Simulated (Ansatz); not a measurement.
Start from CuAu (space group P4/mmm, No. 123; relaxed with 0.1 eV smearing).

```yaml
crystal:
  lattice:
    - [2.81285, 0.00000, 0.00000]
    - [0.00000, 2.81285, 0.00000]
    - [0.00000, 0.00000, 3.59296]
  atoms:
    - { symbol: Cu, position: [0.00000, 0.00000, 0.00000] }
    - { symbol: Au, position: [0.50000, 0.50000, 0.50000] }
```

Cartesian axes are those of the cell as printed.

Method: DFT with PBEsol, PAW potentials and a 420 eV plane-wave cutoff in Ansatz (a first-principles code), scalar-relativistic without spin-orbit coupling.

Strains are applied to the cell and any free atomic positions relax.

One change was made to it. Results:

The energy grows by 6.5 meV/atom; the pressure (mean of the normal stresses, compression positive) goes from zero to 4.8 GPa.

What was done to the base?
(A) uniaxial strain ε_xx = −2.50 %
(B) uniaxial strain ε_xx = −0.50 %
(C) uniaxial strain ε_xx = +0.50 %

A, uniaxial strain ε_xx = −2.50 %. For comparison, the energy relative to the base in the other runs: uniaxial strain ε_xx = −0.50 % gives +0.2 meV/atom; uniaxial strain ε_xx = +0.50 % gives +0.2 meV/atom.

No phonon test of stability was made. All final runs are without spin polarisation.
